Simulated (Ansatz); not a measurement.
Zr2N2O (Cc, No. 9, 10 atoms in the cell; start mp-1101159) was calculated with dielectric-dependent PBEsol hybrid (PAW; Ansatz, a quantum-chemistry and plane-wave program).

Run with plane-wave cutoff 460 eV, 6×6×6 k mesh, Fermi–Dirac smearing 0.01 eV, scalar-relativistic PAW data made under PBE.

Cell (relaxed with PBEsol):

```
CELL_PARAMETERS angstrom
      4.69977    -2.77629    -0.00106
      4.69977     2.77629    -0.00106
     -3.21618     0.00000     4.85817
ATOMIC_POSITIONS crystal
  Zr 0.33148 0.86514 0.57566
  Zr 0.86514 0.33148 0.07566
  Zr 0.14885 0.62720 0.92548
  Zr 0.62720 0.14885 0.42548
  N  0.96020 0.05105 0.26525
  N  0.05105 0.96020 0.76525
  N  0.45586 0.25507 0.74719
  N  0.25507 0.45586 0.24719
  O  0.74836 0.55679 0.73642
  O  0.55679 0.74836 0.23642
```

Question: What does this level give for the band gap and direct gap at Γ?

Answer: 
* **band gap**: 2.87 eV (on the SCF k mesh)
* **direct gap at Γ**: 3.72 eV

Note: cell and atoms aren't relaxed at this level (pressure -1.4 GPa).

Spin–orbit coupling is not included.

Computed values are for the static lattice.

A start named mp-… is a Materials Project structure, which need not be a measured phase.
